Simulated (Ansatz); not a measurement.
System: quartz-high SiO2 (high-temperature phase). Method: r²SCAN+rVV10 in Ansatz (PAW).

Settings: plane-wave cutoff 560 eV, 12×12×6 k mesh (along the axes of the cell as run), Fermi–Dirac smearing 0.01 eV, scalar-relativistic PAW data made under PBE.

Cell (relaxed at this level):

```cif
data_O6Si3
_chemical_formula_sum 'Si3 O6'
_space_group_name_H-M_alt 'P 1'
_space_group_IT_number 1
_cell_length_a 5.05010
_cell_length_b 5.05010
_cell_length_c 5.53542
_cell_angle_alpha 90.000
_cell_angle_beta 90.000
_cell_angle_gamma 120.000
loop_
_space_group_symop_operation_xyz
  'x, y, z'
loop_
_atom_site_label
_atom_site_type_symbol
_atom_site_fract_x
_atom_site_fract_y
_atom_site_fract_z
_atom_site_occupancy
Si1 Si 0.00000 0.50000 0.66667 1
Si2 Si 0.50000 0.00000 0.00000 1
Si3 Si 0.50000 0.50000 0.33333 1
O1 O 0.79236 0.58472 0.50000 1
O2 O 0.20764 0.79236 0.83333 1
O3 O 0.41528 0.20764 0.16667 1
O4 O 0.20764 0.41528 0.50000 1
O5 O 0.79236 0.20764 0.83333 1
O6 O 0.58472 0.79236 0.16667 1
```

### Question
Give the computed band gap and smallest direct gap on the k points sampled.

### Answer

- band gap = 6.19 eV (indirect)
- smallest direct gap on the k points sampled = 6.38 eV

Note: symmetry holds this phase in the static calculation, where it need not be a minimum; held by symmetry at 0 K, a high-temperature phase can be a saddle point.

Cost on a shared machine: roughly 50 core-seconds.

Ansatz is a first-principles code.
